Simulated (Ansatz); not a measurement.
## Response to strain in Li2S

Base system: Li2S in the anti-fluorite structure (space group Fm-3m, No. 225; a = 5.655 Å). Axes: x, y, z lie along the cube axes.

Strains are applied to the cell and any free atomic positions relax; under biaxial strain the out-of-plane vector relaxes too.

Level of theory: plane-wave PAW DFT at the PBEsol level (Ansatz, a first-principles code, 420 eV), no spin-orbit coupling.

Candidates:
(a) biaxial strain −1.25 %, plane normal [111], relaxed out of plane
(b) biaxial strain +0.42 %, plane normal [111], relaxed out of plane
(c) biaxial strain +2.08 %, plane normal [111], relaxed out of plane
(d) biaxial strain −1.67 %, plane normal [111], relaxed out of plane

**Question.** Order them by out-of-plane strain, highest first.

**Answer.** (d) biaxial strain −1.67 %, plane normal [111], relaxed out of plane (+0.75 %), (a) biaxial strain −1.25 %, plane normal [111], relaxed out of plane (+0.56 %), (b) biaxial strain +0.42 %, plane normal [111], relaxed out of plane (-0.18 %), (c) biaxial strain +2.08 %, plane normal [111], relaxed out of plane (-0.89 %)

Whether these cells are dynamically stable was not tested.
